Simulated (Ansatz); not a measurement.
An Ansatz (a first-principles code) input (DFT with r2SCAN, PAW potentials and a 500 eV plane-wave cutoff in Ansatz, scalar-relativistic without spin-orbit coupling):

Ansatz 0.2 input:
```yaml
crystal:
  lattice:
    - [0, 2.0977129536, 2.0977129536]
    - [2.0977129536, 0, 2.0977129536]
    - [2.0977129536, 2.0977129536, 0]
  atoms:
    - { symbol: Au, position: [0, 0, 0] }
basis: { ecutwfc: 500, ecutrho_ratio: 4, xc_grid: 4, fft_grid_basis: typed }
kpoints: { mp_grid: { grid: [19, 19, 19] } }
hamiltonian:
  xc: r2scan
  dispersion: none
  pseudopotentials: { kind: paw }
scf: { occupations: { method: fermi_dirac, width: 0.05 }, convergence: { dr2_threshold: 0.0000000001 } }
relax: { f_tol: 0.005, max_steps: 50 }
output: { forces: true, stress: true }
checkpoint: { write: state.ck, write_every: 1000 }
```

### Question
Which symmetry and how many k-points will the program report, and about how many plane waves at Γ?

### Answer
Space group Fm-3m (ITA 225) with 48 operations, k-points 220 of 6859, and 459 plane waves at Γ.

### Question
And the final pressure?

### Answer
-6.75 GPa (compression positive).

The cells carry an imposed strain or load. No phonon test of stability was made. The cell was made from Au in the fcc (Cu type) structure (space group Fm-3m, No. 225) by this change: isotropic strain +1.73 %.
